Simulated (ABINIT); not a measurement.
# Refining one setting for KTeOF3 (P2_1, 12 atoms in the cell)

```
KTeOF3
1.0
    5.47863     0.00000     0.00000
    0.00000     5.88834     0.00000
   -2.54948     0.00000     7.73527
K Te O F
2 2 2 6
Direct
  0.67726   0.59839   0.30891
  0.32274   0.09839   0.69109
  0.14080   0.11786   0.20625
  0.85920   0.61786   0.79375
  0.41321   0.21199   0.38391
  0.58679   0.71199   0.61609
  0.34357   0.15182   0.03706
  0.65643   0.65182   0.96294
  0.79158   0.29326   0.81452
  0.20842   0.79326   0.18548
  0.04037   0.49369   0.62700
  0.95963   0.99369   0.37300
```

Method of the run: PBEsol, norm-conserving pseudopotentials (PseudoDojo nc-sr-04 PBEsol standard) (plane waves; ABINIT).

The starting cell comes from a database of computed structures (which also holds hypothetical and non-ambient phases and stackings), without a prior relaxation at this level. Spin-orbit coupling is off. The shifted mesh does not hold Γ, so a gap read on it misses any band edge there.

Held fixed: pseudos = [K.upf, Te.upf, O.upf, F.upf]; occopt = 3; tsmear = 0.00183747 Ha; ngkpt = 3 3 2; nshiftk = 1; shiftk = 0.5 0.5 0.5; potentials = PseudoDojo nc-sr-04 PBEsol standard; nband = 65; kptopt = 1; nstep = 80; toldfe = 1e-09 Ha.

ΔF is the free energy per atom less that of the last row (84 Ry).

The series runs over ecut = 34 Ry; 42 Ry; 50 Ry; 58 Ry; 84 Ry.

Question: From which setting on does the energy stay within 0.5 meV/atom of the last one?

Answer: Only the last setting itself: the one before it still differs by 220 meV/atom, so the series does not show convergence to this tolerance.

Question: From which setting on does the gap on the mesh stay within 0.01 eV of the last one?

Answer: From ecut = 50 Ry on; the one before it is off by 0.014 eV. The value it settles on is 4.043 eV at this level of theory and with the other settings as held.

| ecut | ΔF (meV/atom) | pressure (GPa) | largest force (eV/Å) | gap on the mesh (eV) | plane waves | iterations |
|---|---|---|---|---|---|---|
| 34 Ry | 13603.1 | -315.42 | 0.983 | 4.027 | 5654 | 15 |
| 42 Ry | 4254.6 | -146.71 | 0.465 | 4.057 | 7753 | 17 |
| 50 Ry | 1083.3 | -53.03 | 0.698 | 4.048 | 10066 | 18 |
| 58 Ry | 221.8 | -15.73 | 0.696 | 4.047 | 12582 | 18 |
| 84 Ry | 0.00 | -1.69 | 0.693 | 4.043 | 21916 | 18 |

The gap is read on the k-point mesh of the run and can differ from the gap over the whole zone at this level.
